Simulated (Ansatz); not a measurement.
Input:

```xyz
2
Lattice="0.0000 2.3836 2.3836 2.3836 0.0000 2.3836 2.3836 2.3836 0.0000" Properties=species:S:1:pos:R:3 pbc="T T T"
Ca     0.0000     0.0000     0.0000
O      2.3836     2.3836     2.3836
```

Method: PBEsol, rigid bands (plane waves, PAW, scalar-relativistic; Ansatz, a first-principles code). How the cell was made: cell and atoms relaxed with PBEsol.

Problem. What conductivity effective mass do dilute holes have at 300 K?

Solution. 1.35 mₑ.

Problem. What conductivity effective mass do dilute electrons have at 300 K?

Solution. 0.56 mₑ.

Problem. And the band gap?

Solution. 3.55 eV at this level; semilocal functionals usually fall short of the measured gap.

Rigid bands, one relaxation time for all states, no polarons. Spin-orbit coupling is left out; where it splits the top of the valence band it changes the hole mass and lowers the gap by about a third of the splitting.
